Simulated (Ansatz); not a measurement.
## Point defect Ni on the Si site (Ni_Si) in 3C silicon carbide

Level of theory: PBE, PAW (plane waves to 420 eV; Ansatz, a program for electronic structure). Cell: 64 sites, 2×2×2; final energies on a 2×2×2 shifted mesh. Site at the start: the Si site. Energies of charged states are corrected for periodic images (point charge plus alignment at distant sites). Dielectric constants: PBE linear response of the host. Host gap at this level: 1.37 eV. Finite-size and sampling errors can reach tenths of an eV here. The semilocal functional narrows the gap, so deep levels can fall outside it. Spin–orbit coupling is left out, and no Hubbard U is applied to the open shells. Each state is the lowest found from its start.

Formation energies E_f are given with the Fermi level at the valence-band maximum. Chemical conditions: C-rich (Δμ(Si) = -0.41 eV, Δμ(Ni) = -0.62 eV, bounded by SiNi2 (Pnma); only phases computed here count, gases as isolated molecules at 0 K); Si-rich (Δμ(Si) = 0.00 eV, Δμ(Ni) = -1.06 eV, bounded by fluorite-type NiSi2; only phases computed here count, gases as isolated molecules at 0 K). Reference phases: Ni: fcc Ni, ferromagnetic, Si: silicon.

| charge | moment (μB) | largest move off a lattice site (Å) | image correction with alignment (eV) | E_f, C-rich (eV) | E_f, Si-rich (eV) | above the lowest spin state (eV) |
|---|---|---|---|---|---|---|
| +1† | 1.0 | 0.05 | 0.20 | – | – | 0.00 |
| +1† | 1.0 | 0.05 | 0.20 | – | – | 0.00 |
| 0† | not spin-polarised | 0.07 | 0.00 | 4.40 | 5.25 | 0.00 |
| 0 | 2.0 | 0.07 | 0.00 | 4.41 | 5.26 | 0.01 |
| −1 | 3.0 | 0.09 | 0.13 | 5.35 | 6.20 | 0.00 |
| −1 | 3.0 | 0.09 | 0.13 | 5.35 | 6.20 | 0.00 |
| −2† | 2.0 | 0.10 | 0.64 | – | – | 0.00 |
| −2* | not spin-polarised | 0.10 | – | – | – | 0.28 |

* At this level the carrier isn't localised at the defect: . Such a state is shallow or no state of the defect, and this cell gives it no level.

† Not settled in this cell, so no level is given: charge +1: a level filled in part; charge 0: a level filled in part; charge −2: a level filled in part, carriers not clearly localised, level within 0.1 eV of a band edge or past it.

Starting moments that weren't kept: charge +1 began with 5 μB and ended with 1.0; charge 0 began with 4 μB and ended with 2.0; charge −1 began with 1 μB and ended with 3.0.
